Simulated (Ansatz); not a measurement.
Input:

```
CaO
1.0
    0.00000     2.39781     2.31855
    2.39781     0.00000     2.31855
    2.39781     2.39781     0.00000
Ca O
1 1
Direct
  0.00000   0.00000   0.00000
  0.50000   0.50000   0.50000
```

All values below come from r2SCAN, rigid bands (plane waves, PAW, scalar-relativistic; Ansatz, an electronic-structure program). Condition of this run: uniaxial stress along [001] of 6.6 GPa (compression positive) (the target of the relaxation). How the cell was made: cell and atoms relaxed with PBEsol, then loaded as said.

Problem. What conductivity effective mass do dilute electrons have at 300 K?

Solution. 0.44 (x), 0.44 (y), 1.31 (z) mₑ.

Problem. What conductivity effective mass do dilute holes have at 300 K?

Solution. 3.2 (x), 3.2 (y), 0.46 (z) mₑ.

Problem. And the band gap?

Solution. 4.04 eV at this level; semilocal functionals usually fall short of the measured gap.

Rigid bands, one relaxation time for all states, no polarons. Spin-orbit coupling is left out; where it splits the top of the valence band it changes the hole mass and lowers the gap by about a third of the splitting. Geometry: cell and atoms relaxed with PBEsol.
